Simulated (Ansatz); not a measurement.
This Ansatz (a program for electronic structure) input is the reference run, GaP in the zinc blende structure (space group F-43m, No. 216), computed with r2SCAN/PAW in Ansatz, no SOC:

Ansatz 0.2 input:
```yaml
crystal:
  lattice:
    - [0, 2.7256550717, 2.7256550717]
    - [2.7256550717, 0, 2.7256550717]
    - [2.7256550717, 2.7256550717, 0]
  atoms:
    - { symbol: Ga, position: [0, 0, 0] }
    - { symbol: P, position: [0.25, 0.25, 0.25] }
basis: { ecutwfc: 500, ecutrho_ratio: 4, xc_grid: 4, fft_grid_basis: typed }
kpoints: { mp_grid: { grid: [10, 10, 10] } }
hamiltonian:
  xc: r2scan
  dispersion: none
  pseudopotentials: { kind: paw }
scf: { occupations: { method: fermi_dirac, width: 0.05 }, convergence: { dr2_threshold: 0.0000000002 } }
output: { forces: true, stress: true }
checkpoint: { write: state.ck, write_every: 1000 }
```

Problem. Write the input for this change: compressive biaxial strain of 1.25 % in the plane normal to [111], as in epitaxy on a mismatched substrate; the out-of-plane cell vector and the atoms relax.

Solution. 
Ansatz 0.2 input:
```yaml
crystal:
  lattice:
    - [3.8064751391, 0, 0]
    - [1.9032375696, 3.2965041694, 0]
    - [1.9032375696, -1.0988347231, 3.1669860998]
  atoms:
    - { symbol: Ga, position: [0, 0, 0] }
    - { symbol: P, position: [0.5, 0.25, 0.75] }
basis: { ecutwfc: 500, ecutrho_ratio: 4, xc_grid: 4, fft_grid_basis: typed }
kpoints: { mp_grid: { grid: [10, 10, 10] } }
hamiltonian:
  xc: r2scan
  dispersion: none
  pseudopotentials: { kind: paw }
scf: { occupations: { method: fermi_dirac, width: 0.05 } }
relax: { f_tol: 0.005, max_steps: 50, cell: { stress_tol: 0.01, fix: [a, b, gamma] } }
output: { forces: true, stress: true }
checkpoint: { write: state.ck, write_every: 1000 }
```
This is the input that was run; other choices of cell and start would serve too.

Stability against distortions was not tested.
